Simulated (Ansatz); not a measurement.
An Ansatz (a program for electronic structure) input (DFT with r2SCAN, PAW potentials and a 500 eV plane-wave cutoff in Ansatz, spin-orbit coupling left out):

Ansatz 0.2 input:
```yaml
crystal:
  lattice:
    - [-1.6008597114, 1.6008597114, 3.9092875476]
    - [1.6008597114, -1.6008597114, 3.9092875476]
    - [1.6008597114, 1.6008597114, -3.9092875476]
  atoms:
    - { symbol: Mo, position: [0, 0, 0] }
    - { symbol: Si, position: [0.3352978418, 0.3352978418, 0] }
    - { symbol: Si, position: [0.6647021582, 0.6647021582, 0] }
basis: { ecutwfc: 500, ecutrho_ratio: 4, xc_grid: 4, fft_grid_basis: typed }
kpoints: { mp_grid: { grid: [14, 14, 14] } }
hamiltonian:
  xc: r2scan
  dispersion: none
  pseudopotentials: { kind: paw }
scf: { occupations: { method: fermi_dirac, width: 0.05 }, convergence: { dr2_threshold: 0.0000000003 } }
output: { forces: true, stress: true }
```

Problem. Which symmetry and how many k-points will the program report, and about how many plane waves at Γ?

Solution. Space group I4/mmm (ITA 139) with 16 operations, k-points 244 of 2744, and 1023 plane waves at Γ.

Stability against distortions was not tested. All final runs are without spin polarisation. The cell is MoSi2 (space group I4/mmm, No. 139).
